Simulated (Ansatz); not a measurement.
Functionals compared on Br on the (0001) surface of 4H silicon carbide (H on every top atom; a constructed slab, bottom: 1 H on 1 bottom sites), one in a cell of 33 Å², started at the site 'top H', in Ansatz (plane waves, PAW). The structure was relaxed with PBE; the other rows are single points on it, each with its references at the same level. Cutoff 420 eV (500 eV for r2SCAN).

Host crystal: 4H silicon carbide, with a band gap (PBE, scalar-relativistic without spin-orbit coupling).

Model: 41-atom slab, 10.8 Å thick at the start with caps and adatoms under the adsorbate (thin: gaps and levels are the slab's own), 4x4x1 mesh, Fermi-Dirac 0.01 eV, dipole correction, 20 atoms held, the rest relaxed; held to the start's symmetry, so lower structures may exist; spin-polarised, ending with about 1.0 μB a cell; orders that need a larger cell were not tried, no spin-orbit, no U, no dispersion correction. At the end it is bonded to H. In PBE it is, or lies within 0.03 eV of, the lowest of the starts that converged. These notes are the PBE run's. r2SCAN: The program's check for a lower electronic state was not made. Adsorption energies are against ½ Br2(g). A negative adsorption energy means that the adsorbate is more stable on the surface than in its reference.

| functional | adsorption energy (eV) | magnetic moment of the cell (μB) | rough cost of the single point |
|---|---|---|---|
| PBE | 0.77 | 1.00 | – |
| RPBE | (withheld) | 1.00 | around 110 core-seconds (rough) |
| r2SCAN | 0.74 | 1.00 | very roughly 4 core-minutes |

Task: Complete the blanks.

Result: 
- RPBE, adsorption energy (eV): 0.85

Ansatz is an electronic-structure program.
